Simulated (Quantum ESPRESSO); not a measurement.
Quantum ESPRESSO run on NiGePd (P4/nmm, 6 atoms in the cell): self-consistent single point.

Method of the run: PBEsol, GBRV 1.5 ultrasoft (PBESOL) pseudopotentials (plane waves; Quantum ESPRESSO).

The change in words: lattice scaled by 0.98. Reference geometry:
```xyz
6
Lattice="3.6672 0.0000 0.0000 0.0000 3.6672 0.0000 0.0000 0.0000 6.3158" Properties=species:S:1:pos:R:3 pbc="T T T"
Ni     1.8336     1.8336     0.0000
Ni     0.0000     0.0000     0.0000
Ge     1.8336     0.0000     1.5411
Ge     0.0000     1.8336     4.7747
Pd     1.8336     0.0000     4.0405
Pd     0.0000     1.8336     2.2753
```

Reference input (self-consistent single point, DFT, PBEsol, plane waves, GBRV 1.5 ultrasoft (PBESOL) pseudopotentials): ecutwfc = 50 Ry; ecutrho = 400 Ry; occupations = smearing; smearing = gaussian; degauss = 0.0073499 Ry; K_POINTS = automatic 6 6 4 0 0 0; conv_thr = 1e-10 Ry; mixing_beta = 0.5. This run's input differs from it in these lines:

```diff
@@ -10,3 +10,3 @@
  ibrav = 0
- celldm(1) = 6.93002443
+ celldm(1) = 6.79142436
  nat = 6
@@ -30,10 +30,10 @@
    0.00000000     1.00000000     0.00000000
-   0.00000000     0.00000000     1.72222733
+   0.00000000     0.00000000     1.72222734
 ATOMIC_POSITIONS {angstrom}
-Ni    1.83360550    1.83360550    0.00000000
+Ni    1.79693350    1.79693350    0.00000000
 Ni    0.00000000    0.00000000    0.00000000
-Ge    1.83360550    0.00000000    1.54111128
-Ge    0.00000000    1.83360550    4.77465972
-Pd    1.83360550    0.00000000    4.04051450
-Pd    0.00000000    1.83360550    2.27525650
+Ge    1.79693350    0.00000000    1.51028916
+Ge    0.00000000    1.79693350    4.67916684
+Pd    1.79693350    0.00000000    3.95970448
+Pd    0.00000000    1.79693350    2.22975152
 K_POINTS {automatic}
```

Output, abridged:

```
     Self-consistent Calculation

     iteration #  1     ecut=    50.00 Ry     beta= 0.50

     negative rho (up, down):  1.418E-01 0.000E+00

     total energy              =   -1479.66616012 Ry
     estimated scf accuracy    <      56.38977587 Ry

     iteration #  2     ecut=    50.00 Ry     beta= 0.50

     negative rho (up, down):  1.470E-01 0.000E+00

     total energy              =   -1475.09012905 Ry
     estimated scf accuracy    <     345.74897306 Ry

     iteration #  3     ecut=    50.00 Ry     beta= 0.50

     negative rho (up, down):  1.495E-01 0.000E+00

     total energy              =   -1507.93067206 Ry
     estimated scf accuracy    <      24.44402197 Ry

   [... 10 blocks of this kind left out ...]

     iteration # 14     ecut=    50.00 Ry     beta= 0.50

     negative rho (up, down):  1.494E-01 0.000E+00

     total energy              =   -1510.06205938 Ry
     estimated scf accuracy    <          1.1E-10 Ry

     iteration # 15     ecut=    50.00 Ry     beta= 0.50

     negative rho (up, down):  1.494E-01 0.000E+00
     End of self-consistent calculation

   [... 5 lines left out ...]

   [... 5 lines left out ...]

     the Fermi energy is    17.7069 ev

!    total energy              =   -1510.06205938 Ry
     estimated scf accuracy    <          2.0E-12 Ry
     smearing contrib. (-TS)   =      -0.00024893 Ry
     internal energy E=F+TS    =   -1510.06181045 Ry

     convergence has been achieved in  15 iterations

     negative rho (up, down):  1.494E-01 0.000E+00

     Forces acting on atoms (cartesian axes, Ry/au):

     atom    1 type  1   force =     0.00000000    0.00000000    0.00000000
     atom    2 type  1   force =     0.00000000    0.00000000    0.00000000
     atom    3 type  2   force =     0.00000000    0.00000000    0.00429999
     atom    4 type  2   force =     0.00000000    0.00000000   -0.00429999
   [... lines left out ...]
     Total force =     0.006294     Total SCF correction =     0.000010
   [... lines left out ...]

     negative rho (up, down):  1.494E-01 0.000E+00
          total   stress  (Ry/bohr**3)                   (kbar)     P=       -5.01
  -0.00004419   0.00000000   0.00000000           -6.50        0.00        0.00
   0.00000000  -0.00004419   0.00000000            0.00       -6.50        0.00
   0.00000000   0.00000000  -0.00001388            0.00        0.00       -2.04

   JOB DONE.
```

The run converged in 15 iterations. Against the reference run the free energy drops by 28.5 meV/atom, the pressure goes from -10.20 to -0.50 GPa and the largest force goes from 0.019 to 0.111 eV/Å.

The starting cell comes from a database of computed structures (which also holds hypothetical and non-ambient phases and stackings), without a prior relaxation at this level. Its lattice was rescaled by a random factor within 2.5 % of one. For this run, on top of that: lattice scaled by 0.98. Spin polarisation is off.

Cost on one core of a shared machine: roughly 3 min.
